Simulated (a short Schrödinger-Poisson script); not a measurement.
Structure: MOS inversion layer, SiO2 on p-type Si(100), at 300 K.

```csv
layer,material,thickness (nm),Na (cm⁻³)
1,SiO2,1.4,-
2,Si,240,3.1e18
```

The device is made up for the run: typed textbook-type constants, with dimensions and the other settings drawn at random. SiO2: permittivity 3.9, conduction-band edge (eV) 3.15, gap (eV) 9, electron mass (mₑ) 0.5. Si: permittivity 11.7, conduction-band edge (eV) 0, gap (eV) 1.124, Nv at 300 K (cm⁻³) 3.1e19.

Channel valleys (confinement mass, in-plane density-of-states mass, number): Δ2 0.916, 0.19, 2; Δ4 0.19, 0.417, 4. At the gate the conduction-band edge of layer 1 lies 3.61 eV − eVg above the Fermi level of the channel; the field vanishes at the back. Gaps are held at their typed values at every temperature. Mesh 0.03 nm at interfaces.

From a short Schrödinger-Poisson script (our own, NumPy): 1D Poisson equation in equilibrium, electrons quantum, Hartree (BenDaniel-Duke, 12 states a valley, the channel's in-plane mass for all, wave functions free to enter the dielectric), parabolic valleys, classical holes, full ionisation, no traps, pinning or gate leakage.

### Question
List the lowest subbands of each valley and their electrons at Vg = 1.55 V.

### Answer
| valley | subband | energy from the Fermi level (meV) | electrons (cm⁻²) | share (%) |
|---|---|---|---|---|
| Δ2 | 0 | -21.7 | 4.92e12 | 83.9 |
| Δ2 | 1 | 122.9 | 3.53e10 | 0.6 |
| Δ2 | 2 | 229.3 | 5.76e8 | 0.0 |
| Δ4 | 0 | 76.5 | 9.10e11 | 15.5 |
| Δ4 | 1 | 297.3 | 1.82e8 | 0.0 |
| Δ4 | 2 | 462.6 | < 1e6 | 0.0 |

All electrons: 5.87e12 cm⁻².
